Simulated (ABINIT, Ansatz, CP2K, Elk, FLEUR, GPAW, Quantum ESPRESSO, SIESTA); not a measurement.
## Code comparison for I (Cmce, 4 atoms in the cell)

Self-consistent single point, at a second geometry (lattice scaled by 0.98). First geometry:

```yaml
crystal:
  lattice:
    - [2.40290, -3.64700, 0.00000]
    - [2.40290, 3.64700, 0.00000]
    - [0.00000, 0.00000, 9.82231]
  atoms:
    - { symbol: I, position: [0.84600, 0.84600, 0.88300] }
    - { symbol: I, position: [0.65400, 0.65400, 0.38300] }
    - { symbol: I, position: [0.34600, 0.34600, 0.61700] }
    - { symbol: I, position: [0.15400, 0.15400, 0.11700] }
```

Shared settings, as Ansatz (a first-principles code) writes them: kpoints.mp_grid.grid = 4 4 2; scf.occupations.method = fermi_dirac; scf.occupations.width = 0.01 eV. Potentials and cutoffs stand in the table.

```json
[
 {"code": "ABINIT", "model": "PBE, norm-conserving pseudopotentials (PseudoDojo nc-sr-05 PBE standard)", "ΔF from the first geometry (meV/atom)": "24.0", "pressure (GPa)": "2.42", "largest force (eV/Å)": "0.819", "gap on the mesh (eV)": "1.238", "cutoff": "35 Ha"},
 {"code": "Quantum ESPRESSO", "model": "PBE, GBRV 1.5 ultrasoft (PBE) pseudopotentials", "ΔF from the first geometry (meV/atom)": "26.2", "pressure (GPa)": "2.61", "largest force (eV/Å)": "0.889", "gap on the mesh (eV)": "1.256", "cutoff": "40 Ry"},
 {"code": "SIESTA", "model": "GGA PBE, numerical atomic orbitals DZP, PseudoDojo PBE standard norm-conserving potentials (rewritten from UPF to PSML)", "ΔF from the first geometry (meV/atom)": "0.3", "pressure (GPa)": "1.06", "largest force (eV/Å)": "1.517", "gap on the mesh (eV)": "1.185", "cutoff": "grid 300 Ry"},
 {"code": "GPAW", "model": "PBE, GPAW PAW datasets PBE (gpaw-data 1.0.1)", "ΔF from the first geometry (meV/atom)": "29.5", "pressure (GPa)": "2.83", "largest force (eV/Å)": "1.004", "gap on the mesh (eV)": "1.252", "cutoff": "550 eV"},
 {"code": "FLEUR", "model": "PBE, all-electron FLAPW (FLEUR), scalar-relativistic valence", "ΔF from the first geometry (meV/atom)": "26.7", "pressure (GPa)": "–", "largest force (eV/Å)": "–", "gap on the mesh (eV)": "1.257", "cutoff": "Kmax 4.2 1/bohr"},
 {"code": "CP2K", "model": "PBE, GPW, DZVP-MOLOPT-PBE-GTH basis, GTH-PBE potentials (POTENTIAL_UZH)", "ΔF from the first geometry (meV/atom)": "49.1", "pressure (GPa)": "4.18", "largest force (eV/Å)": "1.535", "gap on the mesh (eV)": "1.240", "cutoff": "grid 400 Ry"},
 {"code": "Ansatz", "model": "PBE, PAW files", "ΔF from the first geometry (meV/atom)": "25.9", "pressure (GPa)": "2.56", "largest force (eV/Å)": "0.865", "gap on the mesh (eV)": "1.258", "cutoff": "420 eV"},
 {"code": "Elk", "model": "PBE, all-electron FP-LAPW, Elk's shipped species files, APW+lo basis with extra local orbitals", "ΔF from the first geometry (meV/atom)": "26.6", "pressure (GPa)": "–", "largest force (eV/Å)": "0.813", "gap on the mesh (eV)": "1.261", "cutoff": "rgkmax 8"}
]
```

A dash marks a value that a program does not give, or that is left out as unsure.

Gaps are read on the mesh.

On Ansatz's run: spin-orbit coupling is off.

The spread over the programs that give each value: ΔF from the first geometry within 48.8 meV/atom; pressure within 3.12 GPa; largest force within 0.722 eV/Å; gap on the mesh within 0.076 eV.

SIESTA and CP2K use small atom-centred bases, whose incompleteness enters pressures, forces and empty levels differently from a plane-wave cutoff. FLEUR and Elk treat all electrons, but the usual bases taken here (sphere radii, linearisation, local orbitals, empty states) were not tested for convergence, so the values are no reference for the others. Ansatz's pressure is given at a fixed set of plane waves, as the other plane-wave codes print theirs. In the pressure, SIESTA (by 1.53) and CP2K (by 1.60) lie more than 1 GPa from the median of the plane-wave programs. In the force vectors, SIESTA (by 0.640), GPAW (by 0.127) and CP2K (by 0.659) lie more than 0.08 eV/Å from the median of the plane-wave programs.

The starting cell has typed, rounded lattice constants, without a prior relaxation at this level. Its lattice was rescaled by a random factor within 2.5 % of one. For this run, on top of that: lattice scaled by 0.98.

Keys are those of Ansatz 0.2.
